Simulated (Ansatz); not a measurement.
Structures of equal composition on the (0001) surface of 4H silicon carbide (Si plane on top): (√3x√3)R30° Al adatom at H3; (√3x√3)R30° Al adatom at T4. The slabs share one bottom face, and each structure is named by its start. These are constructed structures in small cells; real faces may alloy, dewet or reconstruct in larger ones, and not all known structures of the face are among them. Slabs of about 10 Å, Fermi-Dirac smearing of 0.025 eV. Bottom of the slabs: H caps. Relaxed from the named starts with such symmetry as they have, on meshes of like density; energies extrapolated to zero smearing; spin only where a row says so; no spin-orbit coupling, no U. Brackets mark spin-polarised runs, whose order is one that fits the cell. Where a second, spin-polarised start was run, the lower counts.

All values below come from r2SCAN, at the PBE geometry (plane waves to 500 eV, PAW; Ansatz, a first-principles code).

Order them by energy per 1x1 cell (lowest first) at the level r2SCAN, at the PBE geometry.

(√3x√3)R30° Al adatom at T4 (0.000 eV, gap 2.05 eV on the mesh), (√3x√3)R30° Al adatom at H3 (0.240 eV, gap 1.52 eV on the mesh)
